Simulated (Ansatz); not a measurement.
# TiC, response to strain

The reference is TiC in the rock salt structure (space group Fm-3m, No. 225; relaxed with 0.1 eV smearing).

```yaml
crystal:
  lattice:
    - [0.00000, 2.13046, 2.13046]
    - [2.13046, 0.00000, 2.13046]
    - [2.13046, 2.13046, 0.00000]
  atoms:
    - { symbol: Ti, position: [0.00000, 0.00000, 0.00000] }
    - { symbol: C, position: [0.50000, 0.50000, 0.50000] }
```

Cartesian axes are those of the cell as printed.

Strains are applied to the cell and any free atomic positions relax; under biaxial strain the out-of-plane vector relaxes too.

All numbers come from Ansatz (a quantum-chemistry and plane-wave program) LDA, scalar-relativistic without spin-orbit coupling.

```json
[
 {"biaxial strain, plane normal [001], relaxed out of plane (%)": "0", "out-of-plane strain (%)": "0.00"},
 {"biaxial strain, plane normal [001], relaxed out of plane (%)": "0.5", "out-of-plane strain (%)": "?"},
 {"biaxial strain, plane normal [001], relaxed out of plane (%)": "1", "out-of-plane strain (%)": "-0.43"},
 {"biaxial strain, plane normal [001], relaxed out of plane (%)": "1.5", "out-of-plane strain (%)": "-0.64"},
 {"biaxial strain, plane normal [001], relaxed out of plane (%)": "2", "out-of-plane strain (%)": "-0.84"},
 {"biaxial strain, plane normal [001], relaxed out of plane (%)": "2.5", "out-of-plane strain (%)": "-1.04"},
 {"biaxial strain, plane normal [001], relaxed out of plane (%)": "3", "out-of-plane strain (%)": "-1.23"}
]
```

Problem. Fit ε⊥ = −νε + γε² (strains in %) to the rows shown and predict the withheld row.

Solution. Least squares on the printed values gives ν = 0.44 (the biaxial Poisson response) and γ = 0.010 (largest residual 0.00 %); this predicts -0.22 %, and the run gives -0.22 %, in agreement.

No phonon test of stability was made. The final runs are not spin-polarised.
